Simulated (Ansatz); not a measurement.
Consider Ti in the hcp (Mg type) structure (space group P6_3/mmc, No. 194).

```
CELL_PARAMETERS angstrom
      2.93885     0.00000     0.00000
     -1.46943     2.54512     0.00000
      0.00000     0.00000     4.64996
ATOMIC_POSITIONS crystal
  Ti 0.33333 0.66667 0.75000
  Ti 0.66667 0.33333 0.25000
```

Levels (all Ansatz, a program for electronic structure, PAW, earlier PAW set): PBE (420 eV, no spin-orbit coupling); r2SCAN (500 eV, no spin-orbit coupling).

The geometry is relaxed with PBE.

| Property | Result |
|---|---|
| PBE pressure | 0.0 GPa |

With r2SCAN at the same geometry, the pressure goes from zero to -0.5 GPa.

Single points use the geometry relaxed with PBE. Their cutoffs differ, which shifts pressures a little. Whether these cells are dynamically stable was not tested. The final runs are not spin-polarised.
